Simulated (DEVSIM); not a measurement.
Device: TaN/Al2O3/n-Si capacitor, at 300 K.

Layer 1 from the left is Al2O3, thickness (nm) 4.90. Layer 2 from the left is Si, thickness (nm) 720, Nd (cm⁻³) 6.4e17.

Metal gate on the left, work function 4.4 eV. Fixed charge at the semiconductor interface 4.3e11 cm⁻² (in units of +e); no interface traps.

Constants are typed, rounded textbook-type inputs, not results; the design itself was drawn at random and stands for no fabricated device. Values at 300 K.

Al2O3: gap (eV) 6.8, affinity (eV) 1.35, permittivity 9. Si: gap (eV) 1.124, affinity (eV) 4.05, permittivity 11.7, Nc (cm⁻³) 2.86e19, Nv (cm⁻³) 3.1e19.

### Question
Estimate by hand the flat-band voltage, the threshold voltage, and compare with a numerical solution.

### Answer

- Flat-band voltage: C = 1.63 μF/cm², work-function difference 0.252 V; VFB = φms − qNf/C = 0.21 V; numerical 0.21 V.
- Threshold voltage: φF = 0.463 V, depletion charge √(4εqNφF) = 4.43e-7 C/cm²; VT = VFB − 2φF − Qd/C = -0.99 V; numerical -0.99 V.

Model (solved in DEVSIM): 1D Poisson equation in equilibrium, Boltzmann statistics, complete ionisation; no quantum confinement or tunnelling. Metal contacts follow the ideal Schottky-Mott rule: no Fermi-level pinning, no interface dipoles.
